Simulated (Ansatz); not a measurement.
We consider B2CO (model structure, P-4m2, No. 115, 4 atoms in the cell), described by HSE06 in Ansatz (plane waves, PAW).

Run with plane-wave cutoff 460 eV, 10×10×8 k mesh (along the axes of the cell as run), Fermi–Dirac smearing 0.01 eV, scalar-relativistic PAW data made under PBE.

Cell (relaxed with PBEsol):

B₂CO has the tetragonal space group P-4m2 (No. 115), Pearson symbol tP4. Conventional cell: a = b = 2.645 Å, c = 3.651 Å, α = β = γ = 90.00°. B on 2g sees 2 C at 1.565 Å and 2 O at 1.651 Å (tetrahedral). C on 1a is surrounded by 4 B at 1.565 Å (tetrahedral). O on 1c has 4 B at 1.651 Å (tetrahedral). (Neighbours: up to the widest gap in distance over summed covalent radii, below 1.35, at either atom.)

Task: What does this level give for the band gap and smallest direct gap on the k points sampled?

Result: 
band gap: 2.94 eV (on the SCF k mesh) (indirect)
smallest direct gap on the k points sampled: 3.73 eV

Note: the relaxation could raise the start's symmetry but not lower it, so the cell can be a saddle point; cell and atoms aren't relaxed at this level (largest force component 0.03 eV/Å, pressure -2.1 GPa).

The result took roughly 100 core-seconds.

A model structure was made by putting elements into a prototype or built by hand; it is no filed structure, need not be a known phase, and can be a saddle point held by its symmetry.

Ansatz is a quantum-chemistry and plane-wave program.
